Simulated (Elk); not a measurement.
Band structure of Au (Fm-3m, 1 atom in the cell).

```
CELL_PARAMETERS angstrom
      0.00000     2.11693     2.11693
      2.11693     0.00000     2.11693
      2.11693     2.11693     0.00000
ATOMIC_POSITIONS crystal
  Au 0.00000 0.00000 0.00000
```

Computed with PBE, all-electron FP-LAPW, Elk's shipped species files, APW+lo basis with extra local orbitals (Elk).

Settings: xctype = 20; rgkmax = 7.5; stype = 0; swidth = 0.00499791 Ha; ngridk = 13 13 13; gmaxvr = 14 1/bohr; nxlo = 2; lorbcnd = true; rmtscf = 0.95; lmaxi = 3; maxscl = 100.

The starting cell comes from a database of computed structures (which also holds hypothetical and non-ambient phases and stackings), without a prior relaxation at this level. Its lattice was rescaled by a random factor within 2.5 % of one. Spin-orbit coupling is off. Values depend on the basis (sphere radii, cutoffs, local orbitals), which need not be converged.

Levels in eV from the Fermi level, bands 12 to 19:
```
point     12     13     14     15     16     17     18     19
-----  -----  -----  -----  -----  -----  -----  -----  -----
Γ      -4.29  -4.29  -4.29  -3.02  -3.02  14.40  17.79  17.79
X      -6.00  -2.05  -1.73  -1.73   1.15   4.84   9.54   9.54
W      -4.64  -4.64  -3.11  -1.73   4.03   5.82   5.82   8.66
K      -5.21  -3.51  -2.76  -2.10   3.35   4.28   6.71  11.81
L      -4.31  -4.31  -2.01  -2.01  -0.64   2.41  13.86  16.16
U      -5.21  -3.51  -2.76  -2.10   3.35   4.28   6.71  11.81
```

Bands cross the Fermi level along this path, so the cell is metallic at this level.
